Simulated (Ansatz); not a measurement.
Results of PBEsol+SOC (plane waves, PAW; Ansatz, an electronic-structure program) for La2Ti2O7 (Cmc2₁, No. 36, 22 atoms in the cell; start mp-8154).

Settings: plane-wave cutoff 520 eV, 8×8×6 k mesh (along the axes of the cell as run), Fermi–Dirac smearing 0.01 eV, PAW data made under PBE.

Cell (relaxed with PBEsol):

```cif
data_La8O28Ti8
_chemical_formula_sum 'La8 Ti8 O28'
_space_group_name_H-M_alt 'Cmc21'
_space_group_IT_number 36
_space_group_name_Hall 'C 2c -2'
_cell_length_a 3.89172
_cell_length_b 25.42467
_cell_length_c 5.52963
_cell_angle_alpha 90.000
_cell_angle_beta 90.000
_cell_angle_gamma 90.000
loop_
_atom_site_label
_atom_site_type_symbol
_atom_site_symmetry_multiplicity
_atom_site_Wyckoff_symbol
_atom_site_fract_x
_atom_site_fract_y
_atom_site_fract_z
_atom_site_occupancy
La1 La 4 a 0.00000 0.29709 0.16094 1
La2 La 4 a 0.00000 0.55267 0.24477 1
Ti1 Ti 4 a 0.00000 0.16280 0.20344 1
Ti2 Ti 4 a 0.00000 0.06026 0.74023 1
O1 O 4 a 0.00000 0.21982 0.41933 1
O2 O 4 a 0.00000 0.11701 0.55026 1
O3 O 4 a 0.00000 0.65351 0.24496 1
O4 O 4 a 0.00000 0.45084 0.26855 1
O5 O 4 a 0.00000 0.01097 0.47479 1
O6 O 4 a 0.00000 0.09205 0.06030 1
O7 O 4 a 0.00000 0.20301 0.93673 1
```
(The calculation used a cell of 22 atoms; values per cell refer to that cell.)

Predict the band gap and direct gap at Γ.


* **band gap**: 2.81 eV (on the SCF k mesh)
* **direct gap at Γ**: 2.93 eV

A start named mp-… is a Materials Project structure, which need not be a measured phase.
